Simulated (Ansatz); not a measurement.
**InAlN2 (model structure, started from the LiGaO2 type, Pna2₁, No. 33, 16 atoms in the cell)**

Calculation: LDA in Ansatz (plane waves, PAW).

Run with plane-wave cutoff 520 eV, 6×6×6 k mesh, Fermi–Dirac smearing 0.01 eV, scalar-relativistic PAW data made under PBE.

Cell (relaxed with PBEsol):

Space group Pna2₁ (No. 33); a = 5.7136 Å, b = 6.6348 Å, c = 5.3618 Å, α = β = γ = 90.00°

```csv
atom,site,symmetry,x,y,z
In,4a,1,0.0907,0.6235,0.0030
Al,4a,1,0.0766,0.1256,0.0052
N,4a,1,0.0604,0.1039,0.3574
N,4a,1,0.1035,0.6464,0.4076
```

```json
{
  "band_gap": "1.64 eV"
}
```

Note: the relaxation could raise the start's symmetry but not lower it, so the cell can be a saddle point; cell and atoms aren't relaxed at this level (pressure -4.3 GPa).

Spin–orbit coupling is not included.

A model structure was made by putting elements into a prototype or built by hand; it is no filed structure, need not be a known phase, and can be a saddle point held by its symmetry.

Ansatz is a first-principles code.
